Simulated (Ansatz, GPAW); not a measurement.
A GPAW input for a self-consistent single point of RbCl (Fm-3m, 2 atoms in the cell) (DFT PBE, plane waves, GPAW PAW datasets PBE (gpaw-data 1.0.1)):

```python
from ase import Atoms
from ase.units import GPa
from gpaw import GPAW

atoms = Atoms(['Rb', 'Cl'],
              cell=[[0.000000, 3.224200, 3.224200],
                    [3.224200, 0.000000, 3.224200],
                    [3.224200, 3.224200, 0.000000]],
              positions=[[0.000000, 0.000000, 0.000000],
                         [3.224200, 3.224200, 3.224200]],
              pbc=True)

calc = GPAW(mode={'name': 'pw', 'ecut': 600},
            xc='PBE',
            kpts=(9, 9, 9),
            occupations={'name': 'fermi-dirac', 'width': 0.05},
            nbands=-8,
            convergence={'density': 1e-05, 'bands': -6},
            symmetry={'symmorphic': False, 'tolerance': 0.0005},
            maxiter=120,
            txt='-')

atoms.calc = calc

energy = atoms.get_potential_energy()
print('Energy (eV):', round(energy, 6))
forces = atoms.get_forces()
print('Forces (eV/Ang):')
print(forces.round(5))
stress = atoms.get_stress()
print('Stress (GPa, Voigt):', (stress / GPa).round(4))
```

### Question
Write the same calculation as an input for Ansatz (an electronic-structure program).

### Answer
This is the input that was run; spellings and numerical settings could be chosen otherwise.

Ansatz 0.2 input:
```yaml
crystal:
  lattice:
    - [0.000000, 3.224200, 3.224200]
    - [3.224200, 0.000000, 3.224200]
    - [3.224200, 3.224200, 0.000000]
  atoms:
    - { symbol: Rb, position: [0.000000, 0.000000, 0.000000] }
    - { symbol: Cl, position: [0.500000, 0.500000, 0.500000] }
basis:
  ecutwfc: 30.9 Ry
kpoints:
  mp_grid: { grid: [9, 9, 9] }
hamiltonian:
  xc: pbe
  pseudopotentials: { kind: paw }
scf:
  occupations: { method: fermi_dirac, width: 0.0037 Ry }
output:
  forces: true
  eigenvalues: true
  stress: true
```

Basis settings and potentials, where a program has them, do not carry over. This input uses DFT, PBE, plane waves, default PAW files. The width in Ry is rounded to four decimals. Both were run: pressure 2.14 GPa in GPAW and 2.16 in Ansatz; gap on the mesh 5.203 eV in GPAW and 5.204 in Ansatz. Ansatz's pressure is the one without its finite-basis correction.

On Ansatz: the starting cell has typed, rounded lattice constants, without a prior relaxation at this level. For this run, on top of that: lattice scaled by 0.98.

On GPAW: the starting cell has typed, rounded lattice constants, without a prior relaxation at this level. For this run, on top of that: lattice scaled by 0.98.
